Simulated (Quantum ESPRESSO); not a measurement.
Worked example: self-consistent single point of CdPd3 (I4/mmm, 4 atoms in the cell) in Quantum ESPRESSO.

Method: LDA (PZ), GBRV 1.5 ultrasoft (LDA) pseudopotentials (plane waves; Quantum ESPRESSO 7.5).

```
CELL_PARAMETERS angstrom
      1.95519    -1.95519     3.88156
      1.95519     1.95519     3.88156
     -1.95519    -1.95519     3.88156
ATOMIC_POSITIONS crystal
  Cd 0.00000 0.00000 0.00000
  Pd 0.50000 0.25000 0.75000
  Pd 0.50000 0.75000 0.25000
  Pd 0.00000 0.50000 0.50000
```

Reference input (self-consistent single point, DFT, PBEsol, plane waves, GBRV 1.5 ultrasoft (PBESOL) pseudopotentials): ecutwfc = 40 Ry; ecutrho = 320 Ry; occupations = smearing; smearing = fd; degauss = 0.0073499 Ry; potentials = {Cd: cd_pbesol_v1.uspp.F.UPF, Pd: pd_pbesol_v1.4.uspp.F.UPF}; K_POINTS = automatic 8 8 8 0 0 0; conv_thr = 1e-10 Ry. This run's input differs from it in these lines:

```diff
@@ -24,4 +24,4 @@
 ATOMIC_SPECIES
-Cd   112.4140  cd_pbesol_v1.uspp.F.UPF
-Pd   106.4200  pd_pbesol_v1.4.uspp.F.UPF
+Cd   112.4140  cd_lda_v1.uspp.F.UPF
+Pd   106.4200  pd_lda_v1.4.uspp.F.UPF
 ATOMIC_POSITIONS crystal
```

The program printed (abridged):

```
     Self-consistent Calculation

     iteration #  1     ecut=    40.00 Ry     beta= 0.70

     negative rho (up, down):  2.383E-01 0.000E+00

     total energy              =    -708.26897065 Ry
     estimated scf accuracy    <       5.18941505 Ry

     iteration #  2     ecut=    40.00 Ry     beta= 0.70

     negative rho (up, down):  2.418E-01 0.000E+00

     total energy              =    -709.24903005 Ry
     estimated scf accuracy    <       9.26555583 Ry

     iteration #  3     ecut=    40.00 Ry     beta= 0.70

     negative rho (up, down):  2.428E-01 0.000E+00

     total energy              =    -710.97076485 Ry
     estimated scf accuracy    <       0.16334203 Ry

   [... 7 blocks of this kind left out ...]

     iteration # 11     ecut=    40.00 Ry     beta= 0.70

     negative rho (up, down):  2.435E-01 0.000E+00

     total energy              =    -710.99584154 Ry
     estimated scf accuracy    <          1.1E-10 Ry

     iteration # 12     ecut=    40.00 Ry     beta= 0.70

     negative rho (up, down):  2.435E-01 0.000E+00
     End of self-consistent calculation

     the Fermi energy is    18.0212 ev

!    total energy              =    -710.99584154 Ry
     estimated scf accuracy    <          9.7E-12 Ry
     smearing contrib. (-TS)   =      -0.00762306 Ry
     internal energy E=F+TS    =    -710.98821848 Ry

     convergence has been achieved in  12 iterations

     negative rho (up, down):  2.435E-01 0.000E+00

     Forces acting on atoms (cartesian axes, Ry/au):

     atom    1 type  1   force =     0.00000000    0.00000000    0.00000000
   [... zero for the other atoms too ...]

     Total force =     0.000000     Total SCF correction =     0.000000

     negative rho (up, down):  2.435E-01 0.000E+00
          total   stress  (Ry/bohr**3)                   (kbar)     P=       28.31
   0.00018593   0.00000000   0.00000000           27.35        0.00        0.00
  -0.00000000   0.00018593  -0.00000000           -0.00       27.35       -0.00
   0.00000000   0.00000000   0.00020541            0.00        0.00       30.22

   JOB DONE.
```

The run converged in 12 iterations. Against the reference run the pressure goes from 8.55 to 2.83 GPa.

The starting cell comes from a database of computed structures (which also holds hypothetical and non-ambient phases and stackings), without a prior relaxation at this level. Its lattice was rescaled by a random factor within 2.5 % of one. Spin polarisation is off.

Cost on one core of a shared machine: roughly 3 min.
